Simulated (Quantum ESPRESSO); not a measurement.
A short convergence ladder for BN (P6_3/mmc, 4 atoms in the cell)

```
CELL_PARAMETERS angstrom
      2.49148     0.00000     0.00000
     -1.24574     2.15768     0.00000
      0.00000     0.00000     6.62670
ATOMIC_POSITIONS crystal
  B  0.33333 0.66667 0.25000
  B  0.66667 0.33333 0.75000
  N  0.66667 0.33333 0.25000
  N  0.33333 0.66667 0.75000
```

Base method: PBE, PseudoDojo standard norm-conserving (PBE) pseudopotentials (plane waves; Quantum ESPRESSO 7.5).

Base settings: ecutwfc = 85 Ry; occupations = smearing; smearing = fermi-dirac; degauss = 0.000734986 Ry; potentials = {B: B.upf, N: N.upf}; K_POINTS = automatic 11 11 4 0 0 0; conv_thr = 1e-08 Ry.

**Zone-centre phonons against the cutoff**

In this ladder: occupations = fixed; smearing = default; degauss = default; nbnd = 16; ph.x.tr2_ph = 1e-14; ph.x.fildyn = dyn.G; ph.x.epsil = true; dynmat.x.fildyn = dyn.G; dynmat.x.asr = crystal.

The mesh stays at the base's, so the ladder's end is converged at best in this setting alone.

Frequencies are those of the unrelaxed cell, without the LO-TO term of polar crystals.

Only quantities that move along the ladder and can be compared are tabulated.

| ecutwfc | highest zone-centre frequency (cm⁻¹) | lowest optical frequency (cm⁻¹) | largest Born charge (mean of the diagonal) (e) | mean ε∞ |
|---|---|---|---|---|
| 42 Ry | 1391.6 | 13.3 | 2.036 | 4.036 |
| 51 Ry | 1416.2 | 44.2 | 2.047 | 4.017 |
| 72 Ry | 1389.6 | 47.6 | 2.048 | 4.015 |
| 85 Ry | 1390.3 | 47.5 | 2.048 | 4.015 |

Coarsest ecutwfc that holds the lowest optical frequency within 10 cm⁻¹ of the last step, with all finer ones: 51 Ry; the step before is off by 34 cm⁻¹.

Coarsest ecutwfc that holds the mean ε∞ within 0.01 of the last step, with all finer ones: 51 Ry; the step before is off by 0.021.

Coarsest ecutwfc that holds the highest zone-centre frequency within 2 cm⁻¹ of the last step, with all finer ones: 72 Ry; the step before is off by 26 cm⁻¹.

On the base run: the starting cell has typed, rounded lattice constants, without a prior relaxation at this level. Its lattice was rescaled by up to half a per cent. In the base run, with a pressure of about 7 GPa the cell is away from its equilibrium volume at this level. A gap is left out here, as mesh or smearing make it unsure.
